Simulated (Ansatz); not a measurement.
By PBEsol, the system below comes out a metal.

Without scattering a metal conducts by its projected Fermi surface.

Here is the system:

```
CELL_PARAMETERS angstrom
      3.25128     0.00000     0.00000
      0.00000     3.25128     0.00000
      1.62564    -1.62564     1.62564
ATOMIC_POSITIONS crystal
  Nb 0.00000 0.00000 0.00000
```

The cell is strained (all lengths scaled by 0.98); by PBEsol it stands under a pressure of 3.6 GPa.

The current flows along the normal of the first two printed cell vectors, the (001) plane of the conventional cell. No spin-orbit coupling; the value is a mean over 0.1 eV about the Fermi level.

### Question
Estimate the ballistic conductance per area that PBEsol (Ansatz, a program for electronic structure) returns for this system.

### Answer
2.0 × 10¹⁵ S/m² for both spins.
